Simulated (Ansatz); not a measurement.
## WC: pressure −2 GPa

Base system: WC (space group P-6m2, No. 187; a = 2.9122 Å, c = 2.8362 Å).

One thing is altered: hydrostatic tension (pressure −2 GPa).

The values are results of r2SCAN in Ansatz (plane waves to 500 eV, PAW, no spin-orbit coupling), not measurements. Γ-centred 18×18×16 mesh, Fermi–Dirac width 0.05 eV.

The density drops by 0.08 g/cm³ to 15.53 g/cm³ and the c/a ratio remains 0.974. The shortest interatomic distance grows by 0.0036 Å (2.200 Å → 2.203 Å) and the band gap stays zero.

Load acts through the strain it causes; cell and atoms are relaxed under it. No phonon test of stability was made. All final runs are without spin polarisation.

Ansatz is a program for electronic structure.
